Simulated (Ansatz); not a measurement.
The reference is Se (space group P3_121, No. 152; made of chains).

```
Se
1.0
    4.50569     0.00000     0.00000
   -2.25284     3.90204     0.00000
    0.00000     0.00000     4.99129
Se
3
Cartesian
  0.97812   0.00000   4.15941
 -0.48906   0.84708   0.83188
  1.76378   3.05496   2.49565
```

The values are results of r2SCAN (Ansatz, a quantum-chemistry and plane-wave program; PAW; 500 eV plane waves; without spin-orbit coupling), not measurements.

For the base:

Band gap: 1.33 eV
Pressure: 0.00 GPa

The change: an isotropic linear strain of +0.71 %; the atoms relax in the strained cell.

**Question.** What happens to the band gap?

**Answer.** The band gap shrinks by 0.04 eV to 1.29 eV.

**Question.** Estimate the effect on the pressure.

**Answer.** The pressure (mean of the normal stresses, compression positive) goes from zero to -0.38 GPa.

No phonon test of stability was made. No dispersion term is included, though the crystal is made of layers, chains or molecules, so its spacings can come out too wide.
